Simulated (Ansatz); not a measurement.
BaTiO₃ (space group R3m, No. 160)

```cif
data_Ba3O9Ti3
_chemical_formula_sum 'Ba3 Ti3 O9'
_space_group_name_H-M_alt 'R3m :H'
_space_group_IT_number 160
_space_group_name_Hall 'R 3 -2"'
_cell_length_a 5.68022
_cell_length_b 5.68022
_cell_length_c 6.99478
_cell_angle_alpha 90.000
_cell_angle_beta 90.000
_cell_angle_gamma 120.000
loop_
_atom_site_label
_atom_site_type_symbol
_atom_site_symmetry_multiplicity
_atom_site_Wyckoff_symbol
_atom_site_fract_x
_atom_site_fract_y
_atom_site_fract_z
_atom_site_occupancy
Ba1 Ba 3 a 0.00000 0.00000 0.00127 1
Ti1 Ti 3 a 0.00000 0.00000 0.51469 1
O1 O 9 b 0.16984 0.33969 0.31838 1
```
(The calculation used a cell of 5 atoms; values per cell refer to that cell.)

Method: r2SCAN, PAW, 500 eV (Ansatz, a program for electronic structure; no spin-orbit coupling), earlier PAW set. k-mesh 8×8×8 (Γ-centred); smearing 0.05 eV (Fermi–Dirac).

| Item | Value |
|---|---|
| Volume per atom | 13.03 Å³ |
| Density | 5.94 g/cm³ |
| Band gap | 2.87 eV, indirect, T → Γ |
| Hole mass | 2.3 mₑ along k, 1.3 mₑ across |
| Total energy | -2036.795 eV/atom (σ→0; compares only within this code and set-up) |

Effective masses come from finite differences of ±0.01 Å⁻¹. Along k means along the line from Γ to the band edge. No phonon test of stability was made. All final runs are without spin polarisation. This is not the structure that BaTiO3 has at room temperature and ambient pressure.
